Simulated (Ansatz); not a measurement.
Converging the plane-wave cutoff: Ti2CS (P3m1, 8 atoms in the cell)

```
CELL_PARAMETERS angstrom
      3.19581     0.00000     0.00000
     -1.59791     2.76766     0.00000
      0.00000     0.00000    11.19187
ATOMIC_POSITIONS crystal
  Ti 0.33333 0.66667 0.40531
  Ti 0.66667 0.33333 0.59916
  Ti 0.66667 0.33333 0.90084
  Ti 0.33333 0.66667 0.09916
  C  0.00000 0.00000 0.50000
  C  0.00000 0.00000 0.00000
  S  0.66667 0.33333 0.25000
  S  0.33333 0.66667 0.75000
```

Method of the run: PBEsol, default PAW files made with PBE (plane waves; Ansatz, an electronic-structure program).

Base settings: basis.ecutwfc = 420 eV; kpoints.mp_grid.grid = 8 8 1; hamiltonian.xc = pbesol; hamiltonian.pseudopotentials = {kind: paw} (the program's default PAW files); scf.occupations.method = gaussian; scf.occupations.width = 0.1 eV.

The second cell is the first with its lattice scaled by 0.98.

The mesh stays at the base's, so the ladder's end is converged at best in this setting alone.

The first pressure column holds Ansatz's estimate of the finite-basis (Pulay) stress, which hides part of the cutoff error; the other is without it.

Only quantities that move along the ladder and can be compared are tabulated.

The count of work is k-points × plane waves × bands × iterations; it is no time. 

The starting cell comes from a database of computed structures (which also holds hypothetical and non-ambient phases and stackings), without a prior relaxation at this level. Its lattice was rescaled by up to half a per cent. One atom was moved a little off its site on purpose. Spin polarisation is off, so a magnetic state, if there is one, cannot be reached. In the base run, with a pressure of about -3 GPa the cell is away from its equilibrium volume at this level. Without a gap this mesh is coarse (it stands for a supercell whose shortest vector is 11 Å).

| basis.ecutwfc | free energy less the last step's (meV/atom) | energy of the compressed cell less the first (meV/atom) | pressure (GPa) | pressure without the Pulay estimate (GPa) | largest difference of a force vector from the last step's (eV/Å) | count of work / last |
|---|---|---|---|---|---|---|
| 145 eV | 14581.99 | -41.33 | 6.70 | -490.78 | 1.300 | 0.062 |
| 170 eV | 7272.61 | -27.24 | 0.69 | -301.44 | 0.360 | 0.079 |
| 190 eV | 4079.59 | -69.97 | -7.36 | -198.37 | 0.913 | 0.093 |
| 210 eV | 2321.20 | -41.43 | -9.91 | -130.64 | 0.211 | 0.11 |
| 230 eV | 1283.61 | -5.99 | -7.34 | -83.57 | 0.762 | 0.10 |
| 250 eV | 696.77 | 0.99 | -4.02 | -52.74 | 0.478 | 0.12 |
| 295 eV | 135.51 | 16.12 | -2.40 | -16.08 | 0.076 | 0.16 |
| 335 eV | 26.47 | 13.46 | -3.16 | -6.28 | 0.026 | 0.19 |
| 380 eV | 4.72 | 13.04 | -3.27 | -3.78 | 0.003 | 0.23 |
| 420 eV | 1.71 | 12.96 | -3.29 | -3.40 | 0.000 | 0.27 |
| 460 eV | 1.00 | 12.92 | -3.30 | -3.34 | 0.000 | 0.31 |
| 505 eV | 0.70 | 12.90 | -3.31 | -3.32 | 0.000 | 0.35 |
| 565 eV | 0.50 | 12.88 | -3.31 | -3.32 | 0.000 | 0.42 |
| 630 eV | 0.31 | 12.87 | -3.31 | -3.33 | 0.000 | 0.50 |
| 735 eV | 0.11 | 12.87 | -3.31 | -3.32 | 0.000 | 0.62 |
| 840 eV | 0.06 | 12.87 | -3.31 | -3.31 | 0.000 | 0.75 |
| 1010 eV | 0.00 | 12.87 | -3.31 | -3.31 | 0.000 | 1.0 |

Coarsest basis.ecutwfc that holds the energy of the compressed cell less the first within 0.5 meV/atom of the last step, with all finer ones: 380 eV, at 0.23 of the last step's count of work; the step before is off by 0.59 meV/atom.

Coarsest basis.ecutwfc that holds the pressure within 0.2 GPa of the last step, with all finer ones: 335 eV, at 0.19 of the last step's count of work; the step before is off by 0.91 GPa.

Coarsest basis.ecutwfc that holds the forces within 0.005 eV/Å of the last step, with all finer ones: 380 eV, at 0.23 of the last step's count of work; the step before is off by 0.026 eV/Å.

The energy difference between the two cells stays within 1 meV/atom of the last step's from 335 eV on, the total only from 460 eV on: much of the error is common to both cells and cancels.

At the lowest cutoff the pressure without the Pulay estimate lies 487 GPa under the last step's, the usual sign of Pulay stress in an incomplete plane-wave basis.

Keys are those of Ansatz 0.2.
